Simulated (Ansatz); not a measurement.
Smallest direct gap on the k points sampled of K3AgSn3Se8 (P4/nbm, No. 125; structure not from a measured cell) at several levels of theory

No measured value is used here.

```csv
level (code),value (eV)
LDA (Ansatz),1.06
PBEsol (Ansatz),?
r²SCAN+SOC (Ansatz),1.42
```

Q: Fill in the missing entries.

A: 
- PBEsol (Ansatz, a program for electronic structure), value (eV): 1.15

Computed values are for a static lattice. Spin–orbit coupling is included only where a level's name says +SOC; with heavier elements it mostly lowers gaps and can invert bands.  Values are at the PBEsol cell. Cutoffs and k meshes differ between the levels. Ansatz's density-functional and Hartree–Fock values are scalar-relativistic unless marked +SOC, with PAW data made under PBE.
